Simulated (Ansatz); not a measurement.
## Si well of 12 atomic layers along [001] in random Si0.7Ge0.3, Ge share that oscillates in the well

Prepared with Tersoff's 1989 multicomponent potential (SiCGe.tersoff) run with LAMMPS: minimisation. Geometry as solved with PBE, support functions at accuracy medium on the grid of 370 eV run with Ansatz (an electronic-structure program).

```xyz
648
Lattice="16.67 0.00 0.00 0.00 16.67 0.00 0.00 0.00 49.68" Properties=species:S:1:pos:R:3 pbc="T T T"
Si     0.01     0.05    -0.02
Si     1.36     1.41     1.39
Si     2.73     2.78     0.02
Ge     4.15     4.18     1.40
Ge     2.79     0.03     2.80
Si     4.21     1.42     4.21
Si     0.00     2.74     2.80
Ge     1.37     4.21     4.17
Si     0.01     0.05     5.59
Si     1.35     1.42     6.99
Ge     2.81     2.80     5.63
Si     4.18     4.21     7.04
Ge     2.77     0.02     8.38
Si     4.17     1.45     9.76
Si     0.04     2.81     8.39
Si     1.42     4.19     9.77
Si     0.02    -0.02    11.14
Ge     1.39     1.43    12.52
Si     2.81     2.83    11.14
Si     4.15     4.16    12.59
Ge     2.81     0.01    13.95
Si     4.20     1.43    15.35
Si     0.03     2.81    13.96
Si     1.39     4.18    15.32
Si    -0.01     0.00    16.76
Si     1.40     1.40    18.07
Si     2.77     2.79    16.69
Si     4.14     4.19    18.04
Si     2.77    -0.02    19.43
Si     4.15     1.35    20.80
Si    -0.01     2.78    19.42
Si     1.39     4.16    20.77
Si     0.00    -0.01    22.15
Si     1.41     1.36    23.49
Si     2.75     2.75    22.11
Ge     4.14     4.19    23.49
Si     2.81     0.01    24.85
Si     4.15     1.36    26.27
Ge     0.01     2.77    24.88
Si     1.40     4.19    26.27
Si     0.00     0.04    27.62
Si     1.39     1.40    28.98
Si     2.78     2.78    27.62
Si     4.18     4.16    28.97
Si     2.78     0.00    30.33
Si     4.16     1.40    31.70
Si    -0.01     2.78    30.32
Si     1.39     4.16    31.68
Si     0.02     0.02    33.04
Si     1.39     1.39    34.42
Si     2.76     2.78    33.06
Si     4.11     4.16    34.44
Si     2.74    -0.03    35.76
Ge     4.13     1.32    37.22
Si     0.02     2.75    35.82
Si     1.38     4.14    37.20
Ge    -0.01     0.00    38.56
Si     1.40     1.39    39.98
Si     2.74     2.76    38.58
Ge     4.19     4.18    39.91
Si     2.77     0.00    41.35
Si     4.12     1.37    42.74
Si    -0.04     2.73    41.32
Ge     1.37     4.10    42.72
Si    -0.01     0.00    44.12
Si     1.36     1.38    45.52
Si     2.76     2.71    44.13
Ge     4.19     4.13    45.49
Si     2.74     0.00    46.88
Ge     4.15     1.38    48.30
Si     0.00     2.76    46.93
Si     1.36     4.14    48.32
Si     0.02     5.55     0.01
Si     1.37     6.95     1.38
Si     2.75     8.31     0.00
Ge     4.13     9.69     1.42
Si     2.76     5.62     2.79
Si     4.14     6.91     4.24
Si    -0.02     8.31     2.78
Ge     1.41     9.67     4.19
Si     0.03     5.62     5.60
Si     1.41     6.96     7.00
Si     2.80     8.30     5.63
Si     4.14     9.73     6.98
Si     2.77     5.57     8.39
Si     4.10     6.95     9.79
Si     0.02     8.32     8.37
Si     1.38     9.69     9.77
Si     0.03     5.57    11.13
Si     1.39     6.93    12.54
Si     2.75     8.34    11.18
Si     4.15     9.72    12.52
Si     2.77     5.55    13.94
Si     4.14     6.92    15.33
Si     0.00     8.28    13.93
Ge     1.39     9.69    15.32
Si     0.00     5.56    16.70
Si     1.39     6.94    18.06
Si     2.80     8.30    16.72
Si     4.17     9.72    18.06
Si     2.77     5.56    19.43
Si     4.17     6.96    20.78
Si     0.02     8.36    19.39
Si     1.39     9.72    20.79
Si     0.03     5.54    22.16
Si     1.38     6.96    23.53
Si     2.77     8.33    22.15
Si     4.14     9.75    23.49
Si     2.75     5.59    24.91
Si     4.15     6.93    26.27
Si     0.00     8.35    24.88
Si     1.39     9.73    26.23
Si     0.00     5.57    27.62
Si     1.39     6.96    28.96
Si     2.77     8.34    27.60
Si     4.15     9.73    28.96
Si     2.78     5.56    30.31
Si     4.15     6.97    31.65
Si     0.01     8.34    30.32
Si     1.37     9.73    31.70
Si     0.00     5.55    33.02
Ge     1.39     6.94    34.43
Si     2.77     8.34    33.01
Ge     4.17     9.73    34.42
Si     2.78     5.53    35.85
Si     4.17     6.94    37.19
Si     0.00     8.37    35.81
Si     1.40     9.71    37.18
Si     0.02     5.51    38.59
Si     1.39     6.95    39.89
Si     2.78     8.34    38.55
Si     4.13     9.74    39.93
Ge     2.77     5.59    41.34
Si     4.17     6.94    42.77
Ge    -0.01     8.32    41.32
Ge     1.45     9.71    42.75
Ge    -0.02     5.56    44.15
Si     1.41     6.96    45.50
Si     2.83     8.30    44.17
Si     4.16     9.73    45.52
Ge     2.77     5.55    46.93
Si     4.18     6.96    48.32
Ge     0.00     8.33    46.91
Si     1.42     9.72    48.29
Ge    -0.02    11.10     0.00
Ge     1.40    12.51     1.45
Ge     2.77    13.96     0.01
Si     4.21    15.30     1.41
Si     2.79    11.11     2.82
Ge     4.21    12.50     4.19
Ge    -0.02    13.92     2.87
Si     1.38    15.34     4.23
Ge    -0.06    11.08     5.60
Ge     1.36    12.50     7.05
Ge     2.78    13.94     5.61
Si     4.21    15.34     6.96
Si     2.76    11.05     8.38
Ge     4.14    12.48     9.78
Si    -0.02    13.90     8.46
Si     1.39    15.27     9.79
Si     0.01    11.11    11.11
Ge     1.39    12.50    12.55
Si     2.77    13.92    11.16
Si     4.15    15.27    12.53
Si     2.81    11.09    13.93
Si     4.14    12.45    15.35
Si    -0.03    13.86    13.97
Ge     1.37    15.25    15.37
Si    -0.01    11.12    16.70
Si     1.38    12.49    18.08
Si     2.80    13.84    16.73
Si     4.16    15.27    18.07
Si     2.78    11.10    19.43
Si     4.16    12.51    20.78
Si     0.00    13.88    19.44
Si     1.38    15.27    20.79
Si     0.00    11.11    22.15
Si     1.38    12.50    23.51
Si     2.78    13.89    22.15
Si     4.18    15.28    23.51
Si     2.77    11.13    24.88
Si     4.17    12.50    26.24
Si    -0.03    13.87    24.85
Ge     1.39    15.28    26.23
Si     0.00    11.12    27.60
Si     1.40    12.49    28.98
Si     2.80    13.87    27.63
Si     4.17    15.28    28.97
Si     2.78    11.11    30.34
Si     4.17    12.51    31.69
Si     0.03    13.86    30.36
Si     1.40    15.28    31.70
Si     0.01    11.13    33.08
Si     1.40    12.51    34.44
Si     2.78    13.90    33.06
Si     4.15    15.30    34.41
Si     2.76    11.13    35.83
Si     4.17    12.47    37.20
Si     0.02    13.87    35.81
Si     1.38    15.27    37.14
Ge    -0.03    11.10    38.57
Ge     1.39    12.53    40.01
Ge     2.81    13.94    38.57
Si     4.21    15.30    40.02
Si     2.83    11.12    41.36
Si     4.20    12.48    42.72
Si    -0.02    13.95    41.36
Si     1.36    15.31    42.73
Ge    -0.01    11.12    44.17
Si     1.40    12.50    45.55
Ge     2.78    13.89    44.11
Si     4.14    15.32    45.52
Si     2.76    11.08    46.88
Ge     4.14    12.49    48.27
Ge    -0.02    13.92    46.91
Si     1.37    15.36    48.29
Si     5.57    -0.03     0.02
Ge     6.95     1.38     1.43
Si     8.30     2.78     0.01
Ge     9.68     4.13     1.45
Si     8.38    -0.04     2.81
Si     9.74     1.36     4.17
Si     5.55     2.80     2.83
Si     6.90     4.19     4.19
Si     5.57     0.03     5.57
Si     6.89     1.41     6.98
Ge     8.31     2.76     5.55
Ge     9.75     4.17     7.00
Ge     8.31     0.05     8.41
Si     9.72     1.44     9.78
Si     5.55     2.80     8.37
Si     6.95     4.14     9.75
Ge     5.55     0.02    11.16
Si     6.94     1.44    12.54
Si     8.31     2.78    11.15
Ge     9.71     4.17    12.57
Ge     8.35     0.01    13.89
Ge     9.77     1.43    15.34
Si     5.56     2.80    13.95
Si     6.93     4.19    15.32
Si     5.53     0.03    16.73
Si     6.98     1.38    18.05
Si     8.31     2.82    16.70
Si     9.72     4.17    18.06
Si     8.35     0.00    19.43
Si     9.73     1.39    20.79
Ge     5.56     2.78    19.43
Si     6.98     4.19    20.81
Si     5.56    -0.02    22.14
Si     6.98     1.36    23.49
Si     8.35     2.78    22.15
Si     9.74     4.16    23.52
Si     8.34    -0.02    24.87
Si     9.71     1.38    26.23
Ge     5.59     2.76    24.90
Si     6.98     4.20    26.27
Si     5.56    -0.01    27.61
Si     6.94     1.39    28.96
Si     8.35     2.78    27.61
Si     9.72     4.16    28.97
Si     8.33     0.01    30.32
Si     9.72     1.37    31.71
Si     5.56     2.77    30.33
Si     6.97     4.13    31.69
Si     5.55     0.00    33.05
Si     6.96     1.35    34.41
Si     8.34     2.75    33.06
Si     9.75     4.13    34.40
Si     8.32    -0.02    35.81
Ge     9.73     1.40    37.19
Ge     5.56     2.77    35.80
Si     6.95     4.16    37.21
Si     5.59    -0.03    38.62
Si     6.96     1.39    39.93
Si     8.31     2.80    38.59
Si     9.72     4.16    39.93
Ge     8.33    -0.04    41.32
Ge     9.72     1.38    42.79
Ge     5.57     2.75    41.37
Si     6.97     4.16    42.78
Ge     5.56     0.01    44.13
Si     6.97     1.41    45.55
Si     8.33     2.80    44.18
Si     9.76     4.15    45.51
Si     8.33    -0.01    46.89
Ge     9.73     1.39    48.30
Si     5.60     2.76    46.92
Si     6.92     4.14    48.32
Si     5.56     5.55    -0.02
Ge     6.98     6.91     1.40
Si     8.37     8.30     0.00
Ge     9.76     9.70     1.39
Si     8.33     5.55     2.87
Si     9.72     6.94     4.22
Ge     5.56     8.31     2.88
Si     6.96     9.71     4.27
Si     5.52     5.52     5.58
Ge     6.95     6.92     6.96
Si     8.37     8.34     5.59
Si     9.75     9.71     6.96
Si     8.32     5.53     8.40
Ge     9.72     6.97     9.76
Ge     5.52     8.34     8.40
Si     6.93     9.70     9.82
Ge     5.55     5.55    11.17
Si     6.98     6.94    12.56
Si     8.32     8.35    11.19
Si     9.68     9.71    12.57
Si     8.31     5.58    13.97
Si     9.68     6.93    15.36
Ge     5.55     8.33    13.94
Si     6.96     9.73    15.35
Si     5.54     5.56    16.69
Si     6.93     6.95    18.06
Si     8.32     8.33    16.72
Si     9.73     9.72    18.07
Si     8.34     5.56    19.41
Si     9.73     6.94    20.77
Si     5.55     8.34    19.43
Si     6.94     9.72    20.79
Si     5.58     5.59    22.13
Si     6.98     6.93    23.50
Si     8.33     8.31    22.12
Ge     9.75     9.71    23.49
Si     8.36     5.56    24.88
Si     9.73     6.94    26.25
Ge     5.55     8.34    24.88
Si     6.94     9.73    26.30
Si     5.56     5.56    27.61
Si     6.94     6.95    28.97
Si     8.34     8.32    27.62
Si     9.73     9.72    28.96
Si     8.33     5.54    30.32
Si     9.74     6.92    31.66
Si     5.55     8.35    30.30
Si     6.92     9.76    31.65
Ge     5.53     5.55    33.05
Si     6.92     6.95    34.45
Ge     8.31     8.33    33.03
Ge     9.75     9.77    34.44
Ge     8.35     5.54    35.80
Ge     9.76     6.98    37.24
Si     5.55     8.31    35.82
Ge     6.95     9.73    37.21
Si     5.59     5.59    38.53
Si     6.95     6.94    39.93
Si     8.34     8.34    38.64
Si     9.73     9.73    39.97
Ge     8.35     5.56    41.37
Si     9.74     6.99    42.77
Ge     5.53     8.32    41.32
Ge     6.97     9.76    42.73
Si     5.56     5.54    44.08
Ge     6.92     6.97    45.49
Si     8.38     8.37    44.13
Si     9.74     9.77    45.49
Ge     8.35     5.53    46.92
Si     9.73     6.95    48.31
Si     5.51     8.34    46.91
Ge     6.99     9.69    48.26
Ge     5.58    11.11     0.02
Ge     6.97    12.59     1.42
Si     8.38    13.93    -0.02
Si     9.75    15.27     1.39
Ge     8.35    11.11     2.86
Si     9.79    12.50     4.20
Si     5.56    13.97     2.81
Si     6.94    15.32     4.18
Si     5.57    11.08     5.63
Si     6.94    12.46     6.97
Ge     8.31    13.86     5.55
Ge     9.73    15.30     6.97
Ge     8.34    11.09     8.39
Si     9.71    12.51     9.79
Ge     5.58    13.91     8.35
Si     6.97    15.27     9.80
Si     5.54    11.06    11.16
Ge     6.96    12.46    12.53
Si     8.35    13.89    11.15
Si     9.73    15.24    12.53
Si     8.33    11.07    13.95
Ge     9.74    12.49    15.32
Ge     5.50    13.87    13.94
Ge     6.93    15.29    15.36
Si     5.57    11.10    16.70
Si     6.94    12.49    18.07
Si     8.34    13.89    16.74
Si     9.73    15.28    18.09
Si     8.34    11.11    19.43
Si     9.72    12.51    20.78
Si     5.56    13.89    19.43
Si     6.95    15.28    20.78
Si     5.55    11.12    22.14
Si     6.91    12.54    23.49
Si     8.33    13.90    22.14
Si     9.73    15.27    23.51
Ge     8.31    11.15    24.91
Si     9.75    12.54    26.27
Si     5.55    13.90    24.88
Si     6.94    15.28    26.23
Si     5.55    11.12    27.62
Si     6.95    12.51    28.97
Si     8.33    13.90    27.61
Si     9.71    15.29    28.96
Si     8.34    11.12    30.31
Si     9.75    12.50    31.65
Si     5.56    13.90    30.33
Si     6.93    15.31    31.67
Si     5.58    11.14    33.03
Si     6.95    12.49    34.42
Ge     8.36    13.90    33.05
Si     9.75    15.30    34.48
Si     8.33    11.17    35.82
Si     9.71    12.52    37.19
Ge     5.56    13.89    35.82
Si     6.97    15.29    37.23
Si     5.53    11.14    38.60
Si     6.95    12.52    39.95
Si     8.35    13.90    38.58
Si     9.76    15.26    39.93
Si     8.35    11.15    41.30
Ge     9.75    12.53    42.71
Si     5.57    13.87    41.36
Si     6.93    15.24    42.73
Si     5.53    11.11    44.14
Ge     6.98    12.51    45.50
Si     8.35    13.93    44.11
Si     9.70    15.30    45.50
Si     8.40    11.12    46.90
Si     9.72    12.49    48.32
Ge     5.57    13.95    46.91
Si     6.98    15.32    48.32
Si    11.14    -0.01     0.04
Si    12.48     1.42     1.39
Si    13.86     2.74    -0.03
Ge    15.28     4.12     1.38
Ge    13.90     0.05     2.78
Si    15.32     1.40     4.20
Si    11.12     2.75     2.82
Si    12.45     4.15     4.22
Si    11.10     0.04     5.58
Si    12.47     1.35     7.01
Ge    13.87     2.76     5.60
Ge    15.31     4.22     7.00
Si    13.86    -0.01     8.38
Ge    15.28     1.39     9.76
Si    11.12     2.74     8.38
Ge    12.51     4.16     9.77
Ge    11.13     0.01    11.16
Si    12.53     1.42    12.57
Si    13.90     2.77    11.19
Ge    15.30     4.19    12.56
Si    13.89     0.03    13.91
Ge    15.29     1.40    15.33
Si    11.18     2.81    13.94
Si    12.51     4.19    15.34
Si    11.12     0.00    16.75
Si    12.51     1.39    18.09
Si    13.86     2.80    16.72
Si    15.28     4.17    18.05
Si    13.89     0.00    19.44
Si    15.29     1.38    20.79
Si    11.10     2.77    19.43
Si    12.49     4.17    20.78
Si    11.11     0.00    22.16
Si    12.51     1.39    23.51
Si    13.89     2.77    22.13
Si    15.29     4.16    23.47
Si    13.89     0.00    24.88
Si    15.25     1.37    26.26
Si    11.12     2.77    24.88
Si    12.48     4.15    26.26
Si    11.09    -0.03    27.57
Ge    12.49     1.39    28.98
Si    13.90     2.80    27.59
Si    15.29     4.18    28.96
Si    13.88    -0.01    30.39
Si    15.29     1.39    31.69
Si    11.08     2.80    30.36
Si    12.51     4.16    31.69
Si    11.11     0.00    33.09
Si    12.50     1.39    34.43
Si    13.87     2.74    33.04
Ge    15.28     4.15    34.43
Si    13.87     0.03    35.83
Si    15.26     1.42    37.17
Si    11.14     2.80    35.79
Si    12.51     4.15    37.22
Si    11.15    -0.03    38.58
Si    12.55     1.35    39.94
Si    13.90     2.77    38.57
Si    15.28     4.15    39.95
Si    13.89    -0.02    41.35
Si    15.29     1.34    42.71
Ge    11.13     2.76    41.30
Ge    12.52     4.21    42.74
Si    11.13    -0.02    44.17
Si    12.50     1.34    45.56
Ge    13.92     2.73    44.15
Si    15.31     4.13    45.56
Si    13.90    -0.01    46.93
Si    15.27     1.39    48.29
Si    11.14     2.77    46.88
Si    12.50     4.11    48.28
Ge    11.11     5.52    -0.01
Ge    12.50     6.95     1.44
Ge    13.92     8.37     0.00
Si    15.29     9.73     1.45
Ge    13.91     5.54     2.88
Si    15.32     6.98     4.24
Si    11.09     8.31     2.84
Ge    12.51     9.72     4.21
Si    11.13     5.58     5.59
Si    12.52     6.94     6.97
Si    13.92     8.32     5.62
Si    15.26     9.68     7.03
Si    13.90     5.60     8.38
Si    15.33     6.93     9.74
Si    11.14     8.35     8.32
Si    12.49     9.72     9.71
Si    11.10     5.55    11.15
Ge    12.50     6.91    12.56
Ge    13.90     8.33    11.11
Ge    15.30     9.75    12.57
Si    13.91     5.56    14.00
Si    15.29     6.95    15.33
Ge    11.08     8.35    13.98
Si    12.53     9.74    15.35
Si    11.10     5.56    16.70
Si    12.50     6.95    18.04
Si    13.91     8.34    16.69
Si    15.29     9.73    18.05
Si    13.87     5.54    19.40
Ge    15.28     6.95    20.78
Si    11.12     8.33    19.42
Si    12.51     9.74    20.77
Si    11.11     5.56    22.14
Si    12.48     6.97    23.49
Si    13.87     8.37    22.17
Si    15.28     9.73    23.52
Ge    13.89     5.56    24.87
Si    15.31     6.97    26.26
Si    11.13     8.32    24.91
Si    12.51     9.72    26.25
Si    11.11     5.55    27.62
Si    12.51     6.95    28.96
Si    13.90     8.34    27.61
Si    15.29     9.73    28.96
Si    13.89     5.55    30.32
Si    15.31     6.93    31.65
Si    11.12     8.34    30.32
Si    12.50     9.75    31.66
Si    11.09     5.52    33.03
Ge    12.48     6.92    34.46
Ge    13.93     8.36    33.05
Si    15.30     9.77    34.47
Si    13.88     5.52    35.85
Ge    15.30     6.93    37.20
Si    11.14     8.38    35.84
Si    12.49     9.78    37.18
Si    11.14     5.53    38.61
Si    12.47     6.92    40.01
Ge    13.84     8.36    38.61
Si    15.24     9.75    40.00
Si    13.92     5.57    41.32
Si    15.27     6.93    42.71
Si    11.10     8.35    41.36
Si    12.47     9.75    42.71
Si    11.09     5.58    44.15
Si    12.48     6.92    45.51
Ge    13.87     8.33    44.11
Si    15.24     9.73    45.55
Ge    13.89     5.53    46.92
Si    15.31     6.92    48.33
Ge    11.12     8.36    46.91
Si    12.51     9.79    48.29
Si    11.14    11.14     0.00
Si    12.51    12.50     1.39
Si    13.86    13.87    -0.02
Ge    15.29    15.28     1.34
Si    13.89    11.12     2.77
Si    15.23    12.47     4.18
Si    11.10    13.86     2.76
Ge    12.45    15.28     4.18
Si    11.11    11.12     5.62
Si    12.51    12.43     7.01
Ge    13.87    13.84     5.60
Ge    15.30    15.30     7.00
Si    13.90    11.09     8.39
Si    15.27    12.48     9.77
Ge    11.15    13.87     8.41
Si    12.56    15.27     9.78
Ge    11.11    11.10    11.17
Si    12.52    12.51    12.56
Si    13.89    13.85    11.15
Ge    15.28    15.27    12.54
Si    13.88    11.14    13.97
Si    15.27    12.50    15.34
Si    11.12    13.88    13.89
Ge    12.50    15.28    15.32
Si    11.15    11.10    16.73
Si    12.51    12.51    18.08
Si    13.91    13.88    16.72
Si    15.28    15.27    18.09
Si    13.91    11.12    19.43
Si    15.28    12.50    20.80
Si    11.12    13.89    19.44
Si    12.50    15.28    20.80
Si    11.14    11.14    22.12
Si    12.51    12.50    23.51
Si    13.89    13.89    22.15
Si    15.27    15.28    23.51
Si    13.89    11.11    24.88
Si    15.28    12.49    26.23
Si    11.12    13.89    24.87
Si    12.49    15.28    26.22
Si    11.12    11.11    27.61
Si    12.51    12.51    28.96
Si    13.87    13.87    27.57
Ge    15.28    15.26    28.98
Si    13.91    11.13    30.32
Si    15.29    12.50    31.71
Si    11.12    13.90    30.31
Si    12.48    15.27    31.72
Si    11.15    11.15    33.03
Si    12.50    12.52    34.43
Si    13.88    13.88    33.05
Ge    15.28    15.30    34.43
Si    13.88    11.15    35.81
Si    15.27    12.53    37.16
Si    11.13    13.90    35.83
Si    12.52    15.29    37.19
Si    11.07    11.11    38.55
Ge    12.50    12.51    39.93
Si    13.92    13.92    38.54
Si    15.25    15.27    39.97
Si    13.87    11.11    41.35
Ge    15.24    12.55    42.74
Si    11.14    13.95    41.34
Si    12.49    15.31    42.74
Si    11.14    11.12    44.12
Si    12.51    12.51    45.49
Si    13.84    13.94    44.14
Si    15.24    15.31    45.49
Si    13.87    11.14    46.89
Si    15.23    12.50    48.28
Ge    11.11    13.90    46.91
Si    12.52    15.30    48.32
```
